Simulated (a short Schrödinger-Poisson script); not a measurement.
System: gated Al0.3Ga0.7As/GaAs modulation-doped gas, at 77 K.

```tsv
layer	material	thickness (nm)	Nd (cm⁻³)	Na (cm⁻³)
1	Al0.3Ga0.7As	20	-	-
2	Al0.3Ga0.7As	10	2.6e18	-
3	Al0.3Ga0.7As	3	-	-
4	GaAs	6000	-	1e15
```

The device is made up for the run: typed textbook-type constants, with dimensions and the other settings drawn at random. Al0.3Ga0.7As: permittivity 12.05, conduction-band edge (eV) 0.237, gap (eV) 1.798, electron mass (mₑ) 0.0919, Nv at 300 K (cm⁻³) 9e18. GaAs: permittivity 12.9, conduction-band edge (eV) 0, gap (eV) 1.424, Nv at 300 K (cm⁻³) 9e18.

Channel valleys (confinement mass, in-plane density-of-states mass, number): Γ 0.067, 0.067, 1. At the gate the conduction-band edge of layer 1 lies 0.99 eV − eVg above the Fermi level of the channel; the field vanishes at the back. Donor level 0.02 eV below the band edge. The barrier under the gate holds no holes. Gaps are held at their typed values at every temperature. Mesh 0.08 nm at interfaces.

Solved with a short Schrödinger-Poisson script written for these runs: 1D Poisson equation in equilibrium, electrons quantum, Hartree plus LDA exchange-correlation (BenDaniel-Duke, 40 states a valley, the channel's in-plane mass for all, wave functions free to enter the barrier), parabolic valleys, classical holes, donors ionised by Fermi statistics, acceptors fully, no traps, pinning or gate leakage.

The same stack at other levels of the model or other numerical settings:

```json
[
 {"run": "base", "sheet density of all electrons at Vg = 0.5 V (cm⁻²)": "1.05e12", "sheet density of all electrons at Vg = 0 V (cm⁻²)": "2.26e11", "capacitance at Vg = 0.5 V (μF/cm²)": "0.372", "centroid of the channel electrons at Vg = 0.5 V (nm)": "5.26", "rough cost against the base": "about 1"},
 {"run": "electrons treated as classical, Boltzmann", "sheet density of all electrons at Vg = 0.5 V (cm⁻²)": "1.24e12", "sheet density of all electrons at Vg = 0 V (cm⁻²)": "2.65e11", "capacitance at Vg = 0.5 V (μF/cm²)": "0.317", "centroid of the channel electrons at Vg = 0.5 V (nm)": "…", "rough cost against the base": "0.02"},
 {"run": "electrons treated as classical, Fermi-Dirac", "sheet density of all electrons at Vg = 0.5 V (cm⁻²)": "1.06e12", "sheet density of all electrons at Vg = 0 V (cm⁻²)": "2.39e11", "capacitance at Vg = 0.5 V (μF/cm²)": "0.368", "centroid of the channel electrons at Vg = 0.5 V (nm)": "…", "rough cost against the base": "0.07"},
 {"run": "electrons treated as quantum, Hartree", "sheet density of all electrons at Vg = 0.5 V (cm⁻²)": "1.00e12", "sheet density of all electrons at Vg = 0 V (cm⁻²)": "2.15e11", "capacitance at Vg = 0.5 V (μF/cm²)": "0.386", "centroid of the channel electrons at Vg = 0.5 V (nm)": "…", "rough cost against the base": "0.7"},
 {"run": "mesh six times as coarse", "sheet density of all electrons at Vg = 0.5 V (cm⁻²)": "1.05e12", "sheet density of all electrons at Vg = 0 V (cm⁻²)": "2.26e11", "capacitance at Vg = 0.5 V (μF/cm²)": "0.373", "centroid of the channel electrons at Vg = 0.5 V (nm)": "5.23", "rough cost against the base": "0.2"},
 {"run": "one subband a valley", "sheet density of all electrons at Vg = 0.5 V (cm⁻²)": "1.05e12", "sheet density of all electrons at Vg = 0 V (cm⁻²)": "2.26e11", "capacitance at Vg = 0.5 V (μF/cm²)": "0.374", "centroid of the channel electrons at Vg = 0.5 V (nm)": "4.86", "rough cost against the base": "0.2"}
]
```

**Question.** What belongs in the gaps?

**Answer.** 
- electrons treated as quantum, Hartree, centroid of the channel electrons at Vg = 0.5 V (nm): 5.61
- electrons treated as classical, Boltzmann, centroid of the channel electrons at Vg = 0.5 V (nm): 1.33
- electrons treated as classical, Fermi-Dirac, centroid of the channel electrons at Vg = 0.5 V (nm): 4.41

The classical rows ignore confinement, and Boltzmann statistics overrate the density once the band edge passes the Fermi level.
